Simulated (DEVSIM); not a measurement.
# illuminated Ge p-on-n cell, one wavelength

Structure: illuminated Ge p-on-n cell, one wavelength, at 250 K.

```
layer (left to right)  material  thickness (μm)  Nd (cm⁻³)  Na (cm⁻³)  τn (s)  τp (s)  absorption coefficient (cm⁻¹)
---------------------  --------  --------------  ---------  ---------  ------  ------  -----------------------------
1                            Ge           0.200          -     6.3e17  4.2e-6  8.5e-8                          48000
2                            Ge             100     1.6e17          -  7.7e-6  7.7e-6                          48000
```

Left contact: ohmic, minority electron recombination velocity 90000 cm/s. Right contact: ohmic, minority hole recombination velocity 100 cm/s. Voltage is applied to the left contact. Recombination: SRH at mid-gap, radiative, Auger. Light enters at the left, 3.3e17 photons cm⁻² s⁻¹, one pass, no reflection. Mobility is constant in doping.

The device is made up for the run: typed textbook-type constants, with dimensions and the other settings drawn at random. Values at 300 K; Nc and Nv go as T^1.5, mobilities as T to minus their exponent, the gap by Varshni's rule with the affinity fixed.

| parameter | Ge |
|---|---|
| gap (eV) | 0.664 |
| affinity (eV) | 4 |
| permittivity | 16 |
| Nc (cm⁻³) | 1.04e19 |
| Nv (cm⁻³) | 6e18 |
| μn (cm²/Vs) | 3900 |
| μp (cm²/Vs) | 1900 |
| T exponent of μn | 1.66 |
| T exponent of μp | 2.33 |
| B (cm³/s) | 6.4e-14 |
| Cn (cm⁶/s) | 1e-31 |
| Cp (cm⁶/s) | 1e-31 |
| Varshni α (eV/K) | 0.000477 |
| Varshni β (K) | 235 |

Model (solved in DEVSIM): 1D drift-diffusion, Boltzmann statistics, complete ionisation; no tunnelling, impact ionisation, image-force lowering or self-heating.

Potential step across the device at zero bias: 0.556 V
Largest field in the device at zero bias: 120000 V/cm
Dark forward voltage at 1 A/cm²: 0.388 V
Dark forward voltage at 100 A/cm²: 0.494 V
Short-circuit current: 52.5 mA/cm²
Open-circuit voltage: 0.325 V
Fill factor: 0.76
Largest power: 13.0 mW/cm²
Share of generated pairs collected at short circuit: 0.993

Dark forward current:

```json
[
 {"V (V)": "0.05", "J (A/cm²)": "1.5e-7"},
 {"V (V)": "0.10", "J (A/cm²)": "1.6e-6"},
 {"V (V)": "0.15", "J (A/cm²)": "1.6e-5"},
 {"V (V)": "0.20", "J (A/cm²)": "0.00016"},
 {"V (V)": "0.25", "J (A/cm²)": "0.0016"},
 {"V (V)": "0.30", "J (A/cm²)": "0.017"},
 {"V (V)": "0.35", "J (A/cm²)": "0.17"},
 {"V (V)": "0.40", "J (A/cm²)": "1.7"},
 {"V (V)": "0.45", "J (A/cm²)": "17"},
 {"V (V)": "0.50", "J (A/cm²)": "130"},
 {"V (V)": "0.55", "J (A/cm²)": "610"},
 {"V (V)": "0.60", "J (A/cm²)": "2300"}
]
```

Current under light (generator sign):

```json
[
 {"V (V)": "0.00", "J (mA/cm²)": "52.5"},
 {"V (V)": "0.02", "J (mA/cm²)": "52.5"},
 {"V (V)": "0.06", "J (mA/cm²)": "52.5"},
 {"V (V)": "0.10", "J (mA/cm²)": "52.5"},
 {"V (V)": "0.14", "J (mA/cm²)": "52.5"},
 {"V (V)": "0.18", "J (mA/cm²)": "52.4"},
 {"V (V)": "0.20", "J (mA/cm²)": "52.3"},
 {"V (V)": "0.22", "J (mA/cm²)": "52.1"},
 {"V (V)": "0.24", "J (mA/cm²)": "51.5"},
 {"V (V)": "0.26", "J (mA/cm²)": "49.9"},
 {"V (V)": "0.28", "J (mA/cm²)": "45.9"},
 {"V (V)": "0.30", "J (mA/cm²)": "35.8"},
 {"V (V)": "0.32", "J (mA/cm²)": "10.4"},
 {"V (V)": "0.34", "J (mA/cm²)": "-54.0"}
]
```
